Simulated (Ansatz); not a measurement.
```xyz
3
Lattice="0.0000 2.7145 2.6943 2.6943 0.0000 2.6943 2.6943 2.7145 0.0000" Properties=species:S:1:pos:R:3 pbc="T T T"
Ni     0.0000     0.0000     0.0000
Si     1.3472     1.3573     1.3472
Si     4.0415     4.0718     4.0415
```

No spin polarisation.

Calculations: r2SCAN in Ansatz (plane waves to 500 eV, PAW, spin-orbit coupling left out), earlier PAW set. k-mesh 19×19×19 (Γ-centred); smearing 0.1 eV (Fermi–Dirac).

Question: What pressure (mean of the normal stresses, compression positive) does the calculation give?

Answer: -1.2 GPa.

Question: Predict the band gap.

Answer: Zero.

The cells carry an imposed strain or load. No phonon test of stability was made. The final runs are not spin-polarised. The cell was made from NiSi2 (space group Fm-3m, No. 225; non-magnetic) by this change: uniaxial strain ε_yy = +0.75 %.

Ansatz is a program for electronic structure.
